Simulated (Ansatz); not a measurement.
Here is the system:

End structure of the (0001) surface of hcp Ru, top plane shifted to the other hollow (bottom of the slab: a bare face, its two planes held):

```yaml
crystal:
  lattice:
    - [2.72140, 0.00000, 0.00000]
    - [-1.36070, 2.35680, 0.00000]
    - [0.00000, 0.00000, 27.50000]
  atoms:
    - { symbol: Ru, position: [0.66667, 0.33333, 0.29577] }
    - { symbol: Ru, position: [0.33333, 0.66667, 0.37383] }
    - { symbol: Ru, position: [0.66667, 0.33333, 0.45136] }
    - { symbol: Ru, position: [0.33333, 0.66667, 0.52928] }
    - { symbol: Ru, position: [0.66667, 0.33333, 0.60941] }
    - { symbol: Ru, position: [0.00000, 0.00000, 0.68551] }
```

Model: 6-atom slab, 11.2 Å thick at the start with caps and adatoms (thin: gaps and levels are the slab's own), 16x16x1 mesh, Fermi-Dirac 0.1 eV, dipole correction, 2 atoms held, the rest relaxed; symmetry of the start imposed; no spin, no spin-orbit, no U. In PBE it lies 0.16 eV a 1x1 cell over the lowest computed structure of the same composition (clean 1x1).

### Question
Estimate the work function of the top face that PBE in Ansatz (a quantum-chemistry and plane-wave program) returns for this input.

### Answer
4.92 eV
